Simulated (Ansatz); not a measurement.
System: TiAs (P6₃/mmc, No. 194). Method: PBEsol (Ansatz, a quantum-chemistry and plane-wave program, PAW).

Numerical settings: plane-wave cutoff 520 eV, 18×18×6 k mesh (along the axes of the cell as run), Fermi–Dirac smearing 0.05 eV, no spin polarisation, scalar-relativistic PAW data made under PBE.

Computed at the level's own relaxed cell.

### Question
What does this level give for the bulk modulus, lattice parameter c, lattice constant a, equilibrium volume per atom and pressure derivative B′ of the bulk modulus?

### Answer

- bulk modulus: 130 GPa
- lattice parameter c: 11.959 Å
- lattice constant a: 3.599 Å
- equilibrium volume per atom: 16.77 Å³/atom
- pressure derivative B′ of the bulk modulus: 4.2

The run finds no gap.

Note: the bulk modulus comes from volumes at which shape and atoms were relaxed.

Static lattice: no zero-point or thermal effects.

Computing time: very roughly 40 core-minutes.
